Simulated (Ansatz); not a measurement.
We consider Be3N2 (P6₃/mmc, No. 194, 10 atoms in the cell; start mp-6977; a measured phase of this formula has another space group), described by r²SCAN in Ansatz (plane waves, PAW).

Numerical settings: plane-wave cutoff 500 eV, 18×18×4 k mesh (along the axes of the cell as run), Fermi–Dirac smearing 0.05 eV, scalar-relativistic PAW data made under PBE.

Cell (relaxed at this level):

```cif
data_Be6N4
_chemical_formula_sum 'Be6 N4'
_space_group_name_H-M_alt 'P 1'
_space_group_IT_number 1
_cell_length_a 2.83637
_cell_length_b 2.83637
_cell_length_c 9.72725
_cell_angle_alpha 90.000
_cell_angle_beta 90.000
_cell_angle_gamma 120.000
loop_
_space_group_symop_operation_xyz
  'x, y, z'
loop_
_atom_site_label
_atom_site_type_symbol
_atom_site_fract_x
_atom_site_fract_y
_atom_site_fract_z
_atom_site_occupancy
Be1 Be 0.33333 0.66667 0.07822 1
Be2 Be 0.66667 0.33333 0.92178 1
Be3 Be 0.66667 0.33333 0.57822 1
Be4 Be 0.33333 0.66667 0.42178 1
Be5 Be 0.00000 0.00000 0.25000 1
Be6 Be 0.00000 0.00000 0.75000 1
N1 N 0.00000 0.00000 0.00000 1
N2 N 0.00000 0.00000 0.50000 1
N3 N 0.33333 0.66667 0.25000 1
N4 N 0.66667 0.33333 0.75000 1
```

Problem. Predict the band gap.

Solution. 
band gap: 4.01 eV (on the SCF k mesh)

Note: the relaxation could not lower the start's symmetry, so the cell can be a saddle point above a distorted one.

Computing time: about 2.0 core-minutes (a rough figure).

A start named mp-… is a Materials Project structure, which need not be a measured phase.

Ansatz is a program for electronic structure.
